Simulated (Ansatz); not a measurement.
BP (F-43m) under hydrostatic pressure (compression positive): electron conductivity mass by r2SCAN with spin-orbit coupling, rigid bands (plane waves, PAW; Ansatz, a first-principles code). The unloaded cell, whose axes the loads refer to:

```
CELL_PARAMETERS angstrom
      0.00000     2.26008     2.26008
      2.26008     0.00000     2.26008
      2.26008     2.26008     0.00000
ATOMIC_POSITIONS crystal
  B  0.00000 0.00000 0.00000
  P  0.25000 0.25000 0.25000
```

| hydrostatic pressure (compression positive) (GPa) | volume per atom (Å³) | electron conductivity mass (mₑ) |
|---|---|---|
| -12 | 12.54 | 0.321 |
| -8 | 12.16 | 0.321 |
| -4 | 11.83 | 0.322 |
| 0 | 11.54 | 0.323 |
| 4 | 11.29 | 0.325 |
| 8 | 11.05 | 0.328 |
| 16 | 10.65 | 0.333 |
| 24 | 10.30 | ? |

Problem. Fit a straight line to ln(electron conductivity mass) against the load over the rows given, and predict the row at 24 GPa.

Solution. The means are x̄ = 0.571 GPa and ȳ = -1.1249; Σ(x − x̄)(y − ȳ) = 0.7512 and Σ(x − x̄)² = 557.7, so the slope is 0.135 % per GPa, and the rows given lie within 0.55 % of the line. At 24 GPa the line gives 0.335 mₑ; the calculation gives 0.338 mₑ, 0.86 % from it.

Masses are for dilute carriers at 300 K, harmonic means over directions unless an axis is named. Stresses and pressures are the targets of the relaxation. The structure type is held at every load. Geometry: cell and atoms relaxed with PBEsol.
